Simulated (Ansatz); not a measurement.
## A computed series for Ti: pressure series

Consider Ti in the hcp (Mg type) structure (space group P6_3/mmc, No. 194).

```yaml
crystal:
  lattice:
    - [2.90086, 0.00000, 0.00000]
    - [-1.45043, 2.51222, 0.00000]
    - [0.00000, 0.00000, 4.59056]
  atoms:
    - { symbol: Ti, position: [0.66667, 0.33333, 0.75000] }
    - { symbol: Ti, position: [0.33333, 0.66667, 0.25000] }
```

Cell and atoms are relaxed at each pressure.

Level of theory: DFT with PBEsol, PAW potentials and a 420 eV plane-wave cutoff in Ansatz (a quantum-chemistry and plane-wave program), no spin-orbit coupling.

Notes on the quantities. enthalpy: H = E + PV relative to the base's energy.

```json
[
 {"change": "base", "enthalpy": "–", "lattice parameter a": "2.901 Å"},
 {"change": "pressure −2 GPa", "enthalpy": "-0.21 eV/atom", "lattice parameter a": "2.918 Å"},
 {"change": "pressure −1 GPa", "enthalpy": "-0.10 eV/atom", "lattice parameter a": "2.910 Å"},
 {"change": "pressure 0.9 GPa", "enthalpy": "+0.09 eV/atom", "lattice parameter a": "2.893 Å"},
 {"change": "pressure 2.1 GPa", "enthalpy": "+0.22 eV/atom", "lattice parameter a": "2.884 Å"},
 {"change": "pressure 4.5 GPa", "enthalpy": "+0.46 eV/atom", "lattice parameter a": "2.866 Å"},
 {"change": "pressure 9 GPa", "enthalpy": "+0.91 eV/atom", "lattice parameter a": "2.835 Å"},
 {"change": "pressure 15 GPa", "enthalpy": "+1.48 eV/atom", "lattice parameter a": "2.798 Å"},
 {"change": "pressure 22.5 GPa", "enthalpy": "+2.17 eV/atom", "lattice parameter a": "2.757 Å"},
 {"change": "pressure 30 GPa", "enthalpy": "+2.84 eV/atom", "lattice parameter a": "2.721 Å"}
]
```

Load acts through the strain it causes; cell and atoms are relaxed under it. No phonon test of stability was made. No other phases were tried under pressure. All final runs are without spin polarisation.
